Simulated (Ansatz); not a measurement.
ZrO (model structure, P-62m, No. 189, 6 atoms in the cell) was calculated with r²SCAN in Ansatz (plane waves, PAW).

Run with plane-wave cutoff 560 eV, 12×12×18 k mesh (along the axes of the cell as run), Fermi–Dirac smearing 0.05 eV, scalar-relativistic PAW data made under PBE.

Cell (relaxed at this level):

```cif
data_O3Zr3
_chemical_formula_sum 'Zr3 O3'
_space_group_name_H-M_alt 'P 1'
_space_group_IT_number 1
_cell_length_a 5.28327
_cell_length_b 5.28327
_cell_length_c 3.19362
_cell_angle_alpha 90.000
_cell_angle_beta 90.000
_cell_angle_gamma 120.000
loop_
_space_group_symop_operation_xyz
  'x, y, z'
loop_
_atom_site_label
_atom_site_type_symbol
_atom_site_fract_x
_atom_site_fract_y
_atom_site_fract_z
_atom_site_occupancy
Zr1 Zr 0.00000 0.00000 0.00000 1
Zr2 Zr 0.33333 0.66667 0.50000 1
Zr3 Zr 0.66667 0.33333 0.50000 1
O1 O 0.40579 0.00000 0.00000 1
O2 O 0.59421 0.59421 0.00000 1
O3 O 0.00000 0.40579 0.00000 1
```

Q: Give the computed bulk modulus.

A: 
- bulk modulus = 210 GPa

The run finds no gap.

Note: the bulk modulus is −V dP/dV from two relaxed cells at ±2 % in volume; the relaxation could raise the start's symmetry but not lower it, so the cell can be a saddle point.

Static lattice: no zero-point or thermal effects.

Computing time: around 6 core-minutes (rough).

A model structure was made by putting elements into a prototype or built by hand; it is no filed structure, need not be a known phase, and can be a saddle point held by its symmetry.

Ansatz is an electronic-structure program.
